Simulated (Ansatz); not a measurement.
**Ca3SbN (Pm-3m, No. 221, 5 atoms in the cell; start mp-1013548)**

Method: HSE06+SOC (Ansatz, an electronic-structure program, plane waves, PAW).

Settings: plane-wave cutoff 460 eV, 6×6×6 k mesh, Fermi–Dirac smearing 0.01 eV, PAW data made under PBE.

Cell (relaxed with PBEsol):

```cif
data_Ca3NSb
_chemical_formula_sum 'Ca3 Sb1 N1'
_space_group_name_H-M_alt 'Pm-3m'
_space_group_IT_number 221
_space_group_name_Hall '-P 4 2 3'
_cell_length_a 4.80296
_cell_length_b 4.80296
_cell_length_c 4.80296
_cell_angle_alpha 90.000
_cell_angle_beta 90.000
_cell_angle_gamma 90.000
loop_
_atom_site_label
_atom_site_type_symbol
_atom_site_symmetry_multiplicity
_atom_site_Wyckoff_symbol
_atom_site_fract_x
_atom_site_fract_y
_atom_site_fract_z
_atom_site_occupancy
Ca1 Ca 3 c 0.00000 0.50000 0.50000 1
Sb1 Sb 1 a 0.00000 0.00000 0.00000 1
N1 N 1 b 0.50000 0.50000 0.50000 1
```

- band gap = 0.93 eV (on the SCF k mesh) (direct)

Note: cell and atoms aren't relaxed at this level (pressure 1.9 GPa).

It cost around 29 core-minutes (rough) of CPU time.

A start named mp-… is a Materials Project structure, which need not be a measured phase.
